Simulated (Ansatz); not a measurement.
Ansatz (a program for electronic structure) run on RbBr (Fm-3m, 2 atoms in the cell): self-consistent single point.

Computed with PBE (plane waves, PAW; Ansatz).

The change in words: lattice scaled by 0.98; kpoints.mp_grid.grid: 6 6 6 → 7 7 7. Reference geometry:
```
CELL_PARAMETERS angstrom
      0.00000     3.45533     3.45533
      3.45533     0.00000     3.45533
      3.45533     3.45533     0.00000
ATOMIC_POSITIONS crystal
  Rb 0.00000 0.00000 0.00000
  Br 0.50000 0.50000 0.50000
```

Reference input (self-consistent single point, DFT, PBE, plane waves, default PAW files): basis.ecutwfc = 420 eV; kpoints.mp_grid.grid = 6 6 6; hamiltonian.xc = pbe; hamiltonian.pseudopotentials = {kind: paw} (the program's default PAW files); scf.occupations.method = fermi_dirac; scf.occupations.width = 0.02 eV. This run's input differs from it in these lines:

Ansatz 0.2 input:
```diff
@@ -3,5 +3,5 @@
   lattice:
-    - [0.00000000, 3.45533500, 3.45533500]
-    - [3.45533500, 0.00000000, 3.45533500]
-    - [3.45533500, 3.45533500, 0.00000000]
+    - [0.00000000, 3.38622800, 3.38622800]
+    - [3.38622800, 0.00000000, 3.38622800]
+    - [3.38622800, 3.38622800, 0.00000000]
   atoms:
@@ -12,3 +12,3 @@
 kpoints:
-  mp_grid: { grid: [6, 6, 6] }
+  mp_grid: { grid: [7, 7, 7] }
 hamiltonian:
```

Log, with long lists cut:

```
SCF iter   1: F=—  HF=-6054.029814 eV  |F-HF|=—  |Δ(HF+E_count)|=         —  Δρ=2.03e-4  dr2=3.36e-5  ethr=1.77e-3  ⟨swp⟩=8.2  Hψ=1742  notcnv=0
all-band conjugate gradients solve this SCF's bands
preconditioner: auto → none
SCF iter   2: F=—  HF=-6054.030030 eV  |F-HF|=—  |Δ(HF+E_count)|=   2.17e-4  Δρ=9.94e-5  dr2=8.17e-6  ethr=2.10e-7  ⟨swp⟩=3.5  Hψ=785  notcnv=0
SCF iter   3: F=—  HF=-6054.030053 eV  |F-HF|=—  |Δ(HF+E_count)|=   2.24e-5  Δρ=5.86e-5  dr2=4.07e-6  ethr=5.11e-8  ⟨swp⟩=2.0  Hψ=380  notcnv=0
SCF iter   4: F=—  HF=-6054.030051 eV  |F-HF|=—  |Δ(HF+E_count)|=   1.49e-6  Δρ=1.70e-5  dr2=2.16e-7  ethr=2.54e-8  ⟨swp⟩=2.0  Hψ=299  notcnv=0
iter 5 did not close the SCF: its close was put off for the readings that it lacked (scf_convergence_deferred on its scf_iter line)
SCF iter   5: F=-6054.030051 eV  HF=-6054.030052 eV  |F-HF|=4.25e-8  |Δ(HF+E_count)|=   1.15e-7  Δρ=7.99e-6  dr2=6.16e-8  ethr=1.35e-9  ⟨swp⟩=2.2  Hψ=326  notcnv=0
SCF iter   6: F=-6054.030051 eV  HF=-6054.030052 eV  |F-HF|=5.22e-9  |Δ(HF+E_count)|=   1.27e-8  Δρ=2.85e-6  dr2=7.40e-9  ethr=3.85e-10  ⟨swp⟩=3.0  Hψ=896  notcnv=0
SCF 1 converged in 6 iterations: F = -6054.030051 eV  dr2 = 7.40e-9
Free energy (F): -6054.030051 eV
Internal energy: -6054.030051 eV  (E = F + TS)
E sigma→0 (E₀):  -6054.030051 eV
Fermi energy:    3.713503 eV
--- Forces (eV/Å), atoms counted from 1 ---
  atom   1  Rb    -0.00000000     0.00000000    -0.00000000
  atom   2  Br     0.00000000    -0.00000000    -0.00000000
--- Stress (GPa, compression-positive) ---
        1.649167       0.000000       0.000000
       -0.000000       1.649167       0.000000
       -0.000000       0.000000       1.649167
  P = ⅓ Tr σ = 1.6492 GPa (16.492 kbar)
  The stress holds the Pulay correction. Without it, at fixed plane waves, as pw.x and ABINIT print it: P = 1.6444 GPa
```

The run converged in 6 iterations. Against the reference run the free energy goes up by 16.7 meV/atom, the pressure goes from 0.61 to 1.65 GPa and the gap on the mesh goes from 4.303 to 4.458 eV.

The starting cell has typed, rounded lattice constants, without a prior relaxation at this level. Its lattice was rescaled by up to half a per cent. For this run, on top of that: lattice scaled by 0.98. Ansatz's pressure includes its estimate of the finite-basis (Pulay) stress.
